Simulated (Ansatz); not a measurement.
Take BaLiF3 in the cubic perovskite structure (space group Pm-3m, No. 221; a = 3.958 Å; a cell from a computed database, its experimental status unchecked) as the base.

One thing is altered: a negative pressure, −2 GPa.

Levels (all Ansatz, a first-principles code, PAW): PBEsol (420 eV, no SOC); PBEsol+SOC (420 eV, with spin-orbit coupling).

The geometry is relaxed with PBEsol.

| Item | Result |
|---|---|
| PBEsol electron mass | 0.49, 0.72 mₑ (at Γ) |
| PBEsol width of the top valence band | 0.46 eV |
| PBEsol band gap | 6.58 eV |

Predict the electron mass, width of the top valence band and band gap from PBEsol+SOC.

The electron mass (degenerate bands, along [100]) changes from 0.49, 0.72 mₑ (at Γ) to 0.50, 0.72 mₑ (at Γ); the width of the top valence band grows by 0.03 eV, from 0.46 eV to 0.49 eV; the band gap shrinks by 0.05 eV (6.58 eV → 6.53 eV). The threefold valence maximum splits by Δso ≈ 0.14 eV.

Single points use the geometry relaxed with PBEsol. The spin-orbit shifts are approximate. Load acts through the strain it causes; cell and atoms are relaxed under it. Masses are band curvatures over ±0.01 Å⁻¹ around the edge. Whether these cells are dynamically stable was not tested. Many cubic perovskites are stable only at high temperature; tilts and polar distortions were not tested.
